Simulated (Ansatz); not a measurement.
The starting structures come from a database of crystals and need not be the phases stable at ambient conditions.

The decay constant κ of evanescent states in the gap governs leakage through a thin film.

```xyz
14
Lattice="7.4709 0.0000 0.0000 0.0000 7.4709 0.0000 3.7355 -3.7355 5.2827" Properties=species:S:1:pos:R:3 pbc="T T T"
Al     9.3387     0.0000     3.9621
Al     3.7355     1.8677     1.3207
Al     5.6032     0.0000     3.9621
Al     3.7355     5.6032     1.3207
Zn     7.4709     3.7355     2.6414
Zn     0.0000     0.0000     0.0000
Se     2.0024     3.7355     1.2255
Se     3.7355    -1.7331     3.8669
Se     5.4686     3.7355     1.2255
Se     3.7355     1.7331     3.8669
Se     7.4709    -1.7331     4.0573
Se     2.0024     0.0000     1.4159
Se     7.4709     1.7331     4.0573
Se     5.4686     0.0000     1.4159
```

Space group of this cell: Fd-3m, spinel. The cell is taken as given.

Transport runs along the normal of the first two printed cell vectors, the (001) plane of the conventional cell.

The gap is the functional's own. No spin-orbit coupling. Mid-gap values are interpolated on the energy grid.

Problem. State the band gap and the smallest decay constant κ at mid-gap according to PBEsol (Ansatz, a program for electronic structure).

Solution. Gap 1.49 eV on a 6×6×6 mesh; κ = 0.104 1/Å, at the zone centre.
